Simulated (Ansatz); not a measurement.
Start from AlRu in the CsCl type structure (space group Pm-3m, No. 221; a = 2.977 Å; relaxed with 0.1 eV smearing). Axes: x, y, z lie along the cube axes.

All numbers come from DFT with PBEsol, PAW potentials and a 420 eV plane-wave cutoff in Ansatz (a program for electronic structure), no SOC.

Now apply this change: biaxial strain +1.50 %, plane normal [001], relaxed out of plane (Cartesian); in-plane vectors clamped, the third vector and the atoms free.

**Question.** Estimate the effect on the energy relative to the base and out-of-plane strain.

**Answer.** The energy increases by 6.3 meV/atom; the out-of-plane strain is -1.35 %.

Stability against distortions was not tested. All final runs are without spin polarisation.
